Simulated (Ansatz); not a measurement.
# Effect of pressure −1 GPa on ZnSe

Start from ZnSe in the zinc blende structure (space group F-43m, No. 216; a = 5.7330 Å).

It is then changed as follows: a negative pressure, −1 GPa.

Calculations: PBE (Ansatz, a first-principles code; PAW; 420 eV plane waves; without spin-orbit coupling). Γ-centred 10×10×10 mesh, Fermi–Dirac width 0.05 eV.

```csv
quantity,base,changed,shift
volume per atom,23.55 Å³,23.99 Å³,+0.432 Å³
density,5.09 g/cm³,5.00 g/cm³,-0.09 g/cm³
lattice parameter a,5.733 Å,5.768 Å,+0.035 Å
shortest interatomic distance,2.482 Å,2.498 Å,+0.0151 Å
enthalpy H = E + PV relative to the base's energy,–,-0.15 eV/atom,–
band gap,1.15 eV,1.08 eV,-0.07 eV
gap character,direct at Γ,direct at Γ,–
mean gap deformation potential ΔEg/Δln V,–,-3.9 eV,–
width of the top valence band,2.50 eV,2.42 eV,-0.08 eV
electron mass,0.090 mₑ (at Γ),0.086 mₑ (at Γ),–
"hole mass (degenerate bands, along [100])","0.094, 0.63, 0.63 mₑ (at Γ)","0.090, 0.65, 0.65 mₑ (at Γ)",–
"valley order (the lowest conduction-band minima on the path, energy above the VBM, named in the base's zone)",Γ 1.15 eV; L along ⟨111⟩ 2.49 eV,Γ 1.08 eV; L along ⟨111⟩ 2.45 eV,–
```

Final structure:

```
CELL_PARAMETERS angstrom
      0.00000     2.88391     2.88391
      2.88391     0.00000     2.88391
      2.88391     2.88391     0.00000
ATOMIC_POSITIONS crystal
  Zn 0.00000 0.00000 0.00000
  Se 0.25000 0.25000 0.25000
```

Cost of the whole job for the changed cell (relaxation, final SCF and bands): very roughly 25 core-seconds.

Load acts through the strain it causes; cell and atoms are relaxed under it. Masses are band curvatures over ±0.01 Å⁻¹ around the edge. Whether these cells are dynamically stable was not tested.
